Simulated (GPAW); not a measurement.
**Input and output of a self-consistent single point for CrB (I4_1/amd, 8 atoms in the cell) (GPAW)**

Level of theory: PBEsol, GPAW PAW datasets PBEsol (made by gpaw-setup) (plane waves; GPAW).

This input was run:

```python
from ase import Atoms
from ase.units import GPa
from gpaw import GPAW, PW

atoms = Atoms(['Cr', 'Cr', 'Cr', 'Cr', 'B', 'B', 'B', 'B'],
              cell=[[-1.450240, 1.450240, 7.801520],
                    [1.450240, -1.450240, 7.801520],
                    [1.450240, 1.450240, -7.801520]],
              scaled_positions=[[0.197570, 0.197570, 0.000000],
                                [0.947570, 0.447570, 0.500000],
                                [0.552430, 0.052430, 0.500000],
                                [0.802430, 0.802430, 0.000000],
                                [0.342270, 0.342270, 0.000000],
                                [0.092270, 0.592270, 0.500000],
                                [0.407730, 0.907730, 0.500000],
                                [0.657730, 0.657730, 0.000000]],
              pbc=True)

calc = GPAW(mode=PW(900),
            xc='PBEsol',
            kpts=(7, 7, 7),
            occupations={'name': 'methfessel-paxton', 'width': 0.05, 'order': 0},
            nbands=-14,
            symmetry={'symmorphic': False, 'tolerance': 0.0005},
            maxiter=120)

atoms.calc = calc

energy = atoms.get_potential_energy()
print('Energy (eV):', round(energy, 6))
forces = atoms.get_forces()
print('Forces (eV/Ang):')
print(forces.round(5))
stress = atoms.get_stress()
print('Stress (GPa, Voigt):', (stress / GPa).round(4))
```

The program printed (abridged):

```
Input parameters:
  kpts: [7 7 7]
  maxiter: 120
  mode: {ecut: 900.0000000000001,
         name: pw}
  nbands: -14
  occupations: {name: methfessel-paxton,
                order: 0,
                width: 0.05}
  symmetry: {symmorphic: False,
             tolerance: 0.0005}
  xc: PBEsol

species:
  Cr:
    name: Chromium
    Z: 24.0
    valence: 6
    core: 18
    charge: 0.0
    file: Cr.PBEsol.gz

    # Using partial waves for Cr as LCAO basis

  B:
    name: Boron
    Z: 5.0
    valence: 3
    core: 2
    charge: 0.0
    file: B.PBEsol.gz

    # Using partial waves for B as LCAO basis

Reference energy: -116875.925827  # eV

Spin-paired calculation

Convergence criteria:
 Maximum [total energy] change in last 3 cyles: 0.0005 eV / valence electron
 Maximum integral of absolute [dens]ity change: 0.0001 electrons / valence electron
 Maximum integral of absolute [eigenst]ate change: 4e-08 eV^2 / valence electron
 Maximum number of scf [iter]ations: 120

Symmetries present (total): 16
Symmetries with fractional translations: 8
343 k-points: 7 x 7 x 7 Monkhorst-Pack grid
40 k-points in the irreducible part of the Brillouin zone
       k-points in crystal coordinates                weights
   0:     0.00000000    0.00000000    0.00000000          1/343
   1:     0.14285714   -0.14285714    0.00000000          4/343
   2:     0.14285714   -0.14285714    0.14285714          4/343
   [... 7 lines left out ...]
          ...
  39:     0.42857143    0.42857143    0.42857143          8/343

Wave functions: Plane wave expansion
  Cutoff energy: 900.000 eV
  Number of coefficients (min, max): 3985, 4038
  Pulay-stress correction: 0.000000 eV/Ang^3 (de/decut=0.000000)

Occupation numbers: Methfessel-Paxton:
  width: 0.0500  # eV
  order: 0

Eigensolver

Densities:
  Coarse grid: 56*56*56 grid
  Fine grid: 112*112*112 grid
  Total Charge: 0.000000

Density mixing:
  Method: separate
  Backend: pulay
  Linear mixing parameter: 0.05
  old densities: 5
  Damping of long wavelength oscillations: 50

Hamiltonian:
  XC and Coulomb potentials evaluated on a 112*112*112 grid
  External potential:
    NoExternalPotential

XC parameters: PBEsol with 2 nearest neighbor stencil

Number of atoms: 8
Number of atomic orbitals: 52
Number of bands in calculation: 32
Number of valence electrons: 36
Bands to converge: occupied

Density initialized from atomic densities
  32 bands from LCAO basis set

Atomic positions and initial magnetic moments

Positions:
   0 Cr    -0.000000    0.000000    3.082693    ( 0.0000,  0.0000,  0.0000)
   1 Cr     0.000000    1.450240    6.983453    ( 0.0000,  0.0000,  0.0000)
   2 Cr     0.000000    1.450240    0.818067    ( 0.0000,  0.0000,  0.0000)
   3 Cr    -0.000000    0.000000   12.520347    ( 0.0000,  0.0000,  0.0000)
   4 B      0.000000   -0.000000    5.340453    ( 0.0000,  0.0000,  0.0000)
   5 B      1.450240    0.000000    1.439693    ( 0.0000,  0.0000,  0.0000)
   6 B      1.450240   -0.000000    6.361827    ( 0.0000,  0.0000,  0.0000)
   7 B     -0.000000    0.000000   10.262587    ( 0.0000,  0.0000,  0.0000)

Unit cell:
           periodic     x           y           z      points  spacing
  1. axis:    yes   -1.450240    1.450240    7.801520    56     0.0509
  2. axis:    yes    1.450240   -1.450240    7.801520    56     0.0509
  3. axis:    yes    1.450240    1.450240   -7.801520    56     0.0366

  Lengths:   8.066604   8.066604   8.066604
  Angles:  159.285735 159.285735  29.458516

Effective grid spacing dv^(1/3) = 0.0720

     iter     time        total  log10-change:
                         energy   eigst   dens
iter:   1 --:--:--   -92.010961
iter:   2 --:--:--   -85.705639   -0.50  -0.69
iter:   3 --:--:--   -73.238555   +0.48  -0.75
iter:   4 --:--:--   -73.498263   -0.90  -1.38
iter:   5 --:--:--   -73.614266   -1.61  -1.37
iter:   6 --:--:--   -73.338878   -0.93  -1.38
iter:   7 --:--:--   -73.347485   -1.85  -1.91
iter:   8 --:--:--   -73.310538   -1.96  -1.93
iter:   9 --:--:--   -73.321566   -2.43  -2.50
iter:  10 --:--:--   -73.322860c  -3.08  -2.35
iter:  11 --:--:--   -73.318878c  -3.36  -2.32
iter:  12 --:--:--   -73.317277c  -3.82  -2.38
iter:  13 --:--:--   -73.312824c  -3.28  -2.40
iter:  14 --:--:--   -73.312931c  -3.88  -2.73
iter:  15 --:--:--   -73.313105c  -3.91  -3.01
   [... 9 lines left out ...]
iter:  25 --:--:--   -73.313075c  -5.06  -3.72
iter:  26 --:--:--   -73.313073c  -5.46  -3.77
iter:  27 --:--:--   -73.313073c  -5.99  -3.89
iter:  28 --:--:--   -73.313073c  -6.31  -3.95
iter:  29 --:--:--   -73.313076c  -6.11  -3.99
iter:  30 --:--:--   -73.313075c  -6.69  -4.29c
iter:  31 --:--:--   -73.313075c  -7.42c -4.54c

Converged after 31 iterations.

Dipole moment: (0.531597, -0.531597, 0.000000) |e|*Ang

Energy contributions relative to reference atoms: (reference = -116875.925827)

Kinetic:        -33.777344
Potential:      +15.602739
External:        +0.000000
XC:             -56.260535
Entropy (-ST):   -0.005045
Local:           +1.124587
SIC:             +0.000000
--------------------------
Free energy:    -73.315597
Extrapolated:   -73.313075

Showing only first 2 kpts
 Kpt  Band  Eigenvalues  Occupancy
  0    16     11.82267    2.00000
  0    17     12.11492    2.00000
  0    18     12.46932    0.23541
  0    19     12.46932    0.23538

  1    16     11.30110    2.00000
  1    17     11.70319    2.00000
  1    18     12.00878    2.00000
  1    19     12.79173    0.00000

Fermi level: 12.42737

No gap
No difference between direct/indirect transitions
Energy (eV): -73.313075

Forces in eV/Ang:
  0 Cr    0.00000    0.00000    0.06716
  1 Cr    0.00000    0.00000    0.06716
  2 Cr    0.00000    0.00000   -0.06716
  3 Cr    0.00000    0.00000   -0.06716
  4 B     0.00000   -0.00000    0.03647
  5 B     0.00000    0.00000    0.03647
  6 B     0.00000   -0.00000   -0.03647
  7 B     0.00000    0.00000   -0.03647

Stress tensor:
     0.002159     0.000000    -0.000000
     0.000000     0.002159     0.000000
    -0.000000     0.000000     0.009180
Stress (GPa, Voigt): [ 0.3459  0.3459  1.4708  0.     -0.      0.    ]
```

The run converged in 31 iterations. GPAW prints stress with tension positive.

At such cutoffs GPAW's stress carries a finite-basis (Pulay) error, which enters relaxed cells too; its log prints stress with tension positive.

The starting cell comes from a database of computed structures (which also holds hypothetical and non-ambient phases and stackings), without a prior relaxation at this level. Spin polarisation is off.

Cost on one core of a shared machine: roughly 10 min.
